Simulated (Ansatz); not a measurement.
# InP, pressure series

Take InP in the zinc blende structure (space group F-43m, No. 216) as the base.

```xyz
2
Lattice="0.0000 2.9534 2.9534 2.9534 0.0000 2.9534 2.9534 2.9534 0.0000" Properties=species:S:1:pos:R:3 pbc="T T T"
P      1.4767     1.4767     1.4767
In     0.0000     0.0000     0.0000
```

Cell and atoms are relaxed at each pressure.

Level of theory: r2SCAN/PAW in Ansatz (an electronic-structure program), no SOC.

Notes on the quantities. hole mass: degenerate bands, along [100]; enthalpy: H = E + PV relative to the base's energy.

```tsv
change	electron mass	hole mass	enthalpy	lattice parameter a
base	0.074 mₑ (at Γ)	0.073, 0.44, 0.44 mₑ (at Γ)	–	5.907 Å
pressure −2 GPa	0.062 mₑ (at Γ)	0.062, 0.45, 0.45 mₑ (at Γ)	-0.33 eV/atom	5.969 Å
pressure −1 GPa	0.068 mₑ (at Γ)	0.067, 0.45, 0.45 mₑ (at Γ)	-0.16 eV/atom	5.937 Å
pressure 0.9 GPa	0.077 mₑ (at Γ)	0.077, 0.43, 0.43 mₑ (at Γ)	+0.14 eV/atom	5.882 Å
pressure 2.1 GPa	[?]	[?]	+0.33 eV/atom	[?]
pressure 4.5 GPa	0.093 mₑ (at Γ)	0.092, 0.41, 0.41 mₑ (at Γ)	+0.70 eV/atom	5.794 Å
pressure 9 GPa	0.11 mₑ (at Γ)	0.11, 0.38, 0.38 mₑ (at Γ)	+1.37 eV/atom	5.705 Å
pressure 15 GPa	1.8 mₑ along k, 0.24 mₑ across (at X)	0.12, 0.36, 0.36 mₑ (at Γ)	+2.22 eV/atom	5.609 Å
pressure 22.5 GPa	1.8 mₑ along k, 0.24 mₑ across (at X)	0.14, 0.33, 0.33 mₑ (at Γ)	+3.22 eV/atom	5.513 Å
pressure 30 GPa	1.9 mₑ along k, 0.24 mₑ across (at X)	0.15, 0.31, 0.31 mₑ (at Γ)	+4.18 eV/atom	5.432 Å
```

Task: Complete the table.

Result: 
- pressure 2.1 GPa, electron mass: 0.083 mₑ (at Γ)
- pressure 2.1 GPa, hole mass: 0.083, 0.42, 0.42 mₑ (at Γ)
- pressure 2.1 GPa, lattice parameter a: 5.851 Å

The levels and masses belong to the bands next to the band gap. Load acts through the strain it causes; cell and atoms are relaxed under it. Masses are band curvatures over ±0.01 Å⁻¹ around the edge. Along k means along the line from Γ to the band edge. Stability against distortions was not tested. Measured, InP leaves this structure (for rock salt) near 9.8 GPa (temperature not stated; as listed in Datta, Sujoy, Jana, Debnarayan, arXiv (2020)).
